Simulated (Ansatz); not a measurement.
The reference is ZrSi2 (space group Cmcm, No. 63; a = 3.7044 Å, b = 14.7922 Å, c = 3.6789 Å).

(Cell as relaxed with PBE.)

Levels (all Ansatz, a program for electronic structure, PAW): PBE (420 eV, without spin-orbit coupling); r2SCAN (500 eV, scalar-relativistic without spin-orbit coupling).

Each level relaxes its own structure.

```tsv
base	PBE	r2SCAN
volume per atom	16.80 Å³	16.75 Å³
band gap	zero	zero
```

Modification: cell and atoms relaxed at a pressure of 0.9 GPa.

```
quantity                           PBE  r2SCAN
-----------------------------  -------  ------
shortest interatomic distance  2.417 Å     ___
band gap                          zero     ___
```

Question: Given the PBE results, estimate those of r2SCAN.

Answer: 
- shortest interatomic distance, r2SCAN: 2.390 Å
- band gap, r2SCAN: zero

PBE's shortest interatomic distance lies 0.027 Å above r2SCAN's (1.1 %); the two agree on the band gap. Neither level is exact; r2SCAN is the comparison here, not a measurement.

Load acts through the strain it causes; cell and atoms are relaxed under it. Whether these cells are dynamically stable was not tested. All final runs are without spin polarisation.
